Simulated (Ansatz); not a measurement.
Re with two functionals, Re → Os

Base system: Re in the hcp (Mg type) structure (space group P6_3/mmc, No. 194; a = 2.775 Å, c = 4.483 Å).

(Cell as relaxed with PBE.)

Levels (all Ansatz, a program for electronic structure, PAW, earlier PAW set): PBE (420 eV, scalar-relativistic without spin-orbit coupling); r2SCAN (500 eV, spin-orbit coupling left out).

Each level relaxes its own structure.

```
base                      PBE    r2SCAN
-------------------  --------  --------
volume per atom      14.95 Å³  14.70 Å³
lattice parameter a   2.775 Å   2.758 Å
band gap                 zero      zero
```

Modification: Os takes the place of Re on all its sites; the structure is relaxed again.

| quantity | PBE | r2SCAN |
|---|---|---|
| lattice parameter a | 2.755 Å | ? |
| c/a ratio | 1.577 | ? |

Question: Given the PBE results, estimate those of r2SCAN.

Answer: 
- lattice parameter a, r2SCAN: 2.739 Å
- c/a ratio, r2SCAN: 1.576

PBE's lattice parameter a lies 0.016 Å above r2SCAN's (0.6 %). Neither level is exact; r2SCAN is the comparison here, not a measurement.

Stability against distortions was not tested. All final runs are without spin polarisation.
